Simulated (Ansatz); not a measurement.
## The (100) surface of rock-salt TaC, Y on half the Ta sites of the top plane, c(2x2) (bottom of the slab: a bare face, its two planes held)

Computed with PBE (plane waves to 420 eV, PAW; Ansatz, a first-principles code).

Slab: 24 atoms, 11.2 Å thick at the start; k 9x9x1, smearing 0.1 eV, dipole-corrected; 8 atoms held, the rest relaxed; held to the start's symmetry, so lower structures may exist; no spin, no spin-orbit, no U. It is one candidate, not shown to be the stable structure of the face.

work function of the top face: 2.43 eV
energy released by relaxation: 0.99 eV
cost: about 7 core-minutes (a rough figure)
